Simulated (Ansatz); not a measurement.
## SrTiO3: response to strain

Consider SrTiO₃ in the cubic perovskite structure (space group Pm-3m, No. 221; a = 3.854 Å). Axes: x, y, z lie along the cube axes.

Strains are applied to the cell and any free atomic positions relax; under biaxial strain the out-of-plane vector relaxes too.

Computed with LDA (Ansatz, a quantum-chemistry and plane-wave program, PAW, no spin-orbit coupling).

Notes on the quantities. energy relative to the base: free energy F.

```json
[
 {"biaxial strain, plane normal [001], relaxed out of plane (%)": "0", "energy relative to the base (meV/atom)": "0.0"},
 {"biaxial strain, plane normal [001], relaxed out of plane (%)": "0.6", "energy relative to the base (meV/atom)": "?"},
 {"biaxial strain, plane normal [001], relaxed out of plane (%)": "1.2", "energy relative to the base (meV/atom)": "4.2"},
 {"biaxial strain, plane normal [001], relaxed out of plane (%)": "1.8", "energy relative to the base (meV/atom)": "9.4"},
 {"biaxial strain, plane normal [001], relaxed out of plane (%)": "2.4", "energy relative to the base (meV/atom)": "16.3"},
 {"biaxial strain, plane normal [001], relaxed out of plane (%)": "3", "energy relative to the base (meV/atom)": "25.1"}
]
```

Q: Fit ΔE = Aε² + Bε³ (ε in %) to the rows shown and predict the withheld row.

A: Least squares on the printed values gives A = 3.03 and B = -0.081 meV/atom (largest residual 0.1 meV/atom); this predicts 1.1 meV/atom, and the run gives 1.0 meV/atom, in agreement.

Stability against distortions was not tested. The final runs are not spin-polarised. Many cubic perovskites are stable only at high temperature; tilts and polar distortions were not tested.
